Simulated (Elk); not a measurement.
Band structure of Sb (R-3m, 2 atoms in the cell).

```
Sb
1.0
    3.89204    -2.11944     0.00000
    3.89204     2.11944     0.00000
    2.73789     0.00000     3.48483
Sb
2
Direct
  0.23350   0.23350   0.23350
  0.76650   0.76650   0.76650
```

Computed with PBE, all-electron FP-LAPW, Elk's shipped species files, APW+lo basis with extra local orbitals (Elk 10.2.4).

Settings: xctype = 20; rgkmax = 7.5; swidth = 0.00367493 Ha; ngridk = 8 8 8; gmaxvr = 16 1/bohr; nxlo = 2; lorbcnd = true; lmaxi = 3; maxscl = 100.

The starting cell has typed, rounded lattice constants, without a prior relaxation at this level. Its lattice was rescaled by a random factor within 2.5 % of one. Spin-orbit coupling is off. Values depend on the basis (sphere radii, cutoffs, local orbitals), which need not be converged.

Levels in eV from the Fermi level, bands 12 to 19:
```csv
point,12,13,14,15,16,17,18,19
B,-9.24,-5.35,-5.21,-0.80,0.68,4.55,4.64,6.25
Z,-9.27,-1.44,-1.44,-0.43,0.01,0.01,1.17,7.11
Γ,-4.58,-2.25,-1.95,-1.95,2.05,2.73,2.73,5.05
X,-9.33,-5.68,-3.44,-3.11,2.87,3.35,4.05,6.21
```

Bands cross the Fermi level along this path, so the cell is metallic at this level.
